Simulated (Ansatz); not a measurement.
Results of PBEsol (Ansatz, a first-principles code, plane waves, PAW) for MoPt₂ (Immm, No. 71).

The input as run:

Ansatz 0.2 input:
```yaml
crystal:
  lattice:
    - [-1.3547588652, 1.9386398907, 4.075665328]
    - [1.3547588652, -1.9386398907, 4.075665328]
    - [1.3547588652, 1.9386398907, -4.075665328]
  atoms:
    - { symbol: Mo, position: [0.0, 0.0, 0.0] }
    - { symbol: Pt, position: [0.6633826824, 0.6633826824, 0.0] }
    - { symbol: Pt, position: [0.3366173176, 0.3366173176, 0.0] }
basis:
  ecutwfc: 520
  ecutrho_ratio: 4
  xc_grid: 2
kpoints:
  mp_grid: { grid: [24, 24, 24] }
hamiltonian:
  xc: pbesol
  dispersion: none
  pseudopotentials: { kind: paw }
scf:
  occupations: { method: fermi_dirac, width: 0.05 }
output:
  forces: true
  stress: true
  eigenvalues: true
relax:
  f_tol: 0.004
  escape_saddle: false
  max_steps: 80
  cell: { stress_tol: 0.02, fix: [volume] }
```

The run printed, among other lines:

```
Relaxation: its limit of steps is 80 (relax.max_steps)
Crystal: 3 atoms, lattice volume = 42.817 Å³
Basis set: ecut = 520 eV, 1141 PW (Γ), FFT grids on a1+a3, a2+a3, a3, exchange–correlation on 60×48×72 points (8 copies of the dense FFT grid, shifted against one another)
Bands: 30, of which v1, the nominal top of the filled ones, is band 25 counted from 1 (24 counted from 0)
Symmetry: 8 space group operations
Space group: Immm (ITA 71), of the structure as read, at distance tolerance 3.5e-5 Å
k-points: 1963 of 13824
Functional: x = pbesol(κ = 0.804, μ = 0.12345679012345678), c = pbesol(β = 0.046)
SCF iter   1: F=—  HF=-29666.247154 eV  |F-HF|=—  |Δ(HF+E_count)|=         —  Δρ=7.25e-3  dr2=1.68e-2
SCF iter   2: F=—  HF=-29666.246150 eV  |F-HF|=—  |Δ(HF+E_count)|=   1.00e-3  Δρ=3.69e-3  dr2=4.04e-3
  ...
SCF 1 converged in 6 iterations: F = -29666.245395 eV  dr2 = 1.53e-8
Crystal: 3 atoms, lattice volume = 42.817 Å³
Initial density: handed on by an earlier stage of this run
SCF 2 converged in 6 iterations: F = -29666.245401 eV  dr2 = 5.72e-11
Crystal: 3 atoms, lattice volume = 42.817 Å³
SCF 3 converged in 6 iterations: F = -29666.245640 eV  dr2 = 2.14e-11
Crystal: 3 atoms, lattice volume = 42.817 Å³
SCF 4 converged in 7 iterations: F = -29666.245640 eV  dr2 = 1.69e-15
Crystal: 3 atoms, lattice volume = 42.817 Å³
SCF iter   7: F=-29666.245640 eV  HF=-29666.245640 eV  |F-HF|=3.64e-12  |Δ(HF+E_count)|=  1.82e-11  Δρ=2.26e-10  dr2=1.88e-17
SCF iter   8: F=-29666.245640 eV  HF=-29666.245640 eV  |F-HF|=3.64e-12  |Δ(HF+E_count)|=    0.00e0  Δρ=6.88e-11  dr2=2.52e-18
SCF 5 converged in 8 iterations: F = -29666.245640 eV  dr2 = 2.52e-18
SCF converged after 8 iterations
Free energy (F): -29666.245640 eV
Internal energy: -29666.231388 eV  (E = F + TS)
E sigma→0 (E₀):  -29666.238514 eV
Fermi energy:    24.695969 eV
--- Forces (eV/Å), atoms counted from 1 ---
  atom   1  Mo     0.00000000     0.00000000     0.00000000
  atom   2  Pt     0.00000000     0.00000000     0.00022789
  atom   3  Pt     0.00000000     0.00000000    -0.00022789
--- Stress (GPa, compression-positive) ---
       13.773260       0.000000       0.000000
        0.000000      13.773339       0.000000
        0.000000       0.000000      13.761832
  P = ⅓ Tr σ = 13.7695 GPa (137.695 kbar)
```

The cell is one volume of an energy–volume scan, off the minimum.

The PAW data were made under PBE.

Note: the relaxation could not lower the start's symmetry, so the cell can be a saddle point above a distorted one.
